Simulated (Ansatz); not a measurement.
Data:

```xyz
5
Lattice="3.9949 0.0000 0.0000 0.0000 3.9949 0.0000 0.0000 0.0000 3.9949" Properties=species:S:1:pos:R:3 pbc="T T T"
K      1.9974     1.9974     1.9974
Ta     0.0000     0.0000     0.0000
O      0.0000     1.9974     0.0000
O      1.9974     0.0000     0.0000
O      0.0000     0.0000     1.9974
```

Space group of this cell: Pm-3m, cubic perovskite. The cell is taken as given; by r2SCAN its mean pressure is -0.7 GPa.

Computed with r2SCAN (plane waves, PAW; Ansatz, an electronic-structure program).

The current runs along the normal of the first two printed vectors; no spin-orbit coupling. Scaled by the factor s: both lengths across the current (ions clamped). Meshes 8×8×8 and 8×8 across the current in all rows.

| s | mean pressure (GPa) | band gap (eV) |
|---|---|---|
| 0.98 | 8.5 | ? |
| 1.00 | -0.7 | 2.62 |
| 1.02 | -8.1 | 2.47 |

Take the slope of the band gap against ln s from the two given rows, extrapolate to s = 0.98, and say what the run there gives.

Slope = (2.47 − 2.62) / ln 1.02 = -7.57 eV. The line gives 2.62 + (-7.57) × ln 0.98 = 2.77 eV. The run gives 2.70 eV, 0.07 eV under the line, 48 % of the predicted step.
